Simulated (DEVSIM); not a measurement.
Device: Schottky contact on n-type GaN, at 300 K.

Layer 1 from the left is GaN, thickness (μm) 3.40, Nd (cm⁻³) 1.6e17, τn (s) 2.2e-8, τp (s) 2.2e-8.

Left contact: Schottky, work function 5.22 eV, emission velocity 2.8e6 cm/s. Right contact: ohmic. Voltage is applied to the left contact. Recombination: SRH at mid-gap. Mobility is μmin + (μ − μmin)/(1 + (N/Nref)^α).

This is a model device: material constants are rounded textbook-type values typed into the input, and sizes, dopings and lifetimes were drawn at random. Values at 300 K.

GaN: gap (eV) 3.43, affinity (eV) 4.1, permittivity 9.5, Nc (cm⁻³) 2.3e18, Nv (cm⁻³) 4.6e19, μn (cm²/Vs) 1200, μp (cm²/Vs) 100, μn,min 55, μp,min 3, Nref,n 2e17, Nref,p 3e17, αn 1, αp 2.

Simulated with DEVSIM: 1D drift-diffusion, Boltzmann statistics, complete ionisation; no tunnelling, impact ionisation, image-force lowering or self-heating. Metal contacts follow the ideal Schottky-Mott rule: no Fermi-level pinning, no interface dipoles.

Dark forward current:

```
|V| (V)  |J| (A/cm²)
-------  -----------
0.05       9.190e-13
0.10       7.273e-12
0.15       5.121e-11
0.20       3.550e-10
0.25        2.455e-9
0.30        1.697e-8
0.35        1.173e-7
0.40        8.110e-7
0.45        5.605e-6
0.50        3.873e-5
0.55       0.0002676
0.60        0.001848
0.65         0.01276
0.70         0.08810
0.75          0.6075
0.80           4.175
0.85           28.21
0.90           173.7
0.95           765.9
1.00            2039
```

Work out the local ideality factor n = ΔV / (kT/q · ln(J2/J1)) between the rows 0.15 and 0.20 V, 0.95 and 1.00 V.

kT/q = 25.85 mV. From 0.15 to 0.20 V: ln(3.550e-10/5.121e-11) = 1.936, n = 1.00, near the 1 of diffusion or emission over a barrier. From 0.95 to 1.00 V: ln(2039/765.9) = 0.979, n = 1.98; the layers' resistance at their doping, Σ W/(qμN) = 1.9e-5 Ω cm², would take 24 mV of this step of 50 mV.

Estimate the current at 0.50 V for emission alone, J0 = q v N_band exp(−φB/kT), and read the barrier back from the simulated current.

φB = 1.120 eV, N_band = 2.30e18 cm⁻³, J0 = 1.57e-13 A/cm²; J = J0 (exp(qV/kT) − 1) = 3.96e-5 A/cm². The simulation gives 3.87e-5 A/cm²; the estimate lies 2.1 % above. Read backwards, the simulated current gives an apparent barrier of 1.121 eV. The estimate leaves out transport through the depletion region and minority injection.
